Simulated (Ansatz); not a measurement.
Consider TiSi2 (space group Fddd, No. 70; a = 4.760 Å, b = 8.180 Å, c = 8.499 Å). Axes: x, y, z lie along a, b, c of the conventional cell.

The change: tensile biaxial strain of 1.47 % in the plane normal to [001], as in epitaxy on a mismatched substrate; the out-of-plane cell vector and the atoms relax.

Levels (all Ansatz, an electronic-structure program, PAW, earlier PAW set): PBEsol (420 eV, scalar-relativistic without spin-orbit coupling); r2SCAN (500 eV, spin-orbit coupling left out).

The geometry is relaxed with PBEsol.

| Quantity | Value |
|---|---|
| PBEsol pressure | -3.1 GPa |

Problem. How does going to r2SCAN change the pressure?

Solution. The pressure grows by 1.86 GPa to -1.3 GPa.

Single points use the geometry relaxed with PBEsol. Their cutoffs differ, which shifts pressures a little. Without a gap, meshes like the base's 13×13×13 leave anisotropic stresses uncertain by several tenths of a GPa, and small strain energies with them. Whether these cells are dynamically stable was not tested. All final runs are without spin polarisation.
